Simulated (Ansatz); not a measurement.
**GaN, point defects**

The reference is a 16-atom supercell of GaN in the zinc blende structure (space group F-43m, No. 216; a = 4.498 Å) at its relaxed geometry.

One neutral defect a cell, atoms relaxed at fixed cell.

Calculations: plane-wave PAW DFT at the r2SCAN level (Ansatz, a first-principles code, 500 eV), no spin-orbit coupling, earlier PAW set.

| case | pressure | largest displacement of a host atom from its site in the perfect cell |
|---|---|---|
| perfect supercell | 0.0 GPa | – |
| N vacancy, symmetric start | -1.0 GPa | 0.04 Å |
| Bi on a N site, symmetric start | 33.9 GPa | 0.36 Å |
| Ga interstitial (started 1.95 Å from the nearest host atom), symmetric start | 27.0 GPa | 0.12 Å |
| As on a N site, symmetric start | 21.2 GPa | 0.20 Å |
| Ga vacancy | 2.5 GPa | 0.17 Å |

The magnetic state is the one reached from the starting moments; the real material's order can differ, and small cells can't hold many antiferromagnetic ones. The cell is small, so the values are those of an ordered compound at a high defect concentration; dilute-limit values will differ. A case with no gap was solved on a k-mesh chosen for an insulator, which is coarse for it. Defects with a symmetric start kept the site's symmetry and may sit on a saddle; the others started slightly shaken. Seeded moments were not kept for N vacancy, Bi on a N site, Ga interstitial (started 1.95 Å from the nearest host atom) and As on a N site. This is not the structure that GaN has at room temperature and ambient pressure.
